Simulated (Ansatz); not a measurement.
**ZrSe2, pressure series**

Base system: ZrSe₂ in the CdI2 type structure (space group P-3m1, No. 164; a = 3.662 Å, c = 5.842 Å; layered, stacked along the Cartesian z axis).

Cell and atoms are relaxed at each pressure.

All numbers come from Ansatz (a program for electronic structure), PBEsol-D3(BJ), PAW, cutoff 420 eV, no spin-orbit coupling.

Notes on the quantities. enthalpy: H = E + PV relative to the base's energy.

```csv
change,lattice parameter a,c/a ratio,enthalpy
base,3.662 Å,1.595,–
pressure −2 GPa,…,…,-0.29 eV/atom
pressure −1 GPa,3.685 Å,1.604,-0.14 eV/atom
pressure 1.8 GPa,3.624 Å,1.589,+0.25 eV/atom
pressure 4.2 GPa,3.578 Å,1.590,+0.57 eV/atom
pressure 9 GPa,3.499 Å,1.601,+1.18 eV/atom
pressure 18 GPa,3.376 Å,1.636,+2.24 eV/atom
pressure 30 GPa,3.251 Å,1.684,+3.55 eV/atom
pressure 45 GPa,3.129 Å,1.742,+5.05 eV/atom
pressure 60 GPa,3.044 Å,1.781,+6.44 eV/atom
```

### Question
Complete the table.

### Answer

- pressure −2 GPa, lattice parameter a: 3.711 Å
- pressure −2 GPa, c/a ratio: 1.620

Load acts through the strain it causes; cell and atoms are relaxed under it. No phonon test of stability was made. Competing high-pressure phases were not computed. The final runs are not spin-polarised.
